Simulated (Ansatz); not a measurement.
The parent structure is Ti in the hcp (Mg type) structure (space group P6_3/mmc, No. 194; a = 2.936 Å, c = 4.636 Å).

The values are results of r2SCAN (Ansatz, a program for electronic structure, PAW, no spin-orbit coupling), not measurements.

One change was made to it. Results:

```json
[
 {"quantity": "volume per atom", "base": "17.30 Å³", "after": "15.56 Å³"},
 {"quantity": "band gap", "base": "zero", "after": "zero"}
]
```

What was done to the base?
A) pressure 15 GPa
B) pressure 2.1 GPa
C) pressure 4.5 GPa

A, pressure 15 GPa. For comparison, the volume per atom in the other runs: pressure 4.5 GPa gives 16.69 Å³; pressure 2.1 GPa gives 17.01 Å³.

Load acts through the strain it causes; cell and atoms are relaxed under it. No phonon test of stability was made. Competing high-pressure phases were not computed. The final runs are not spin-polarised.
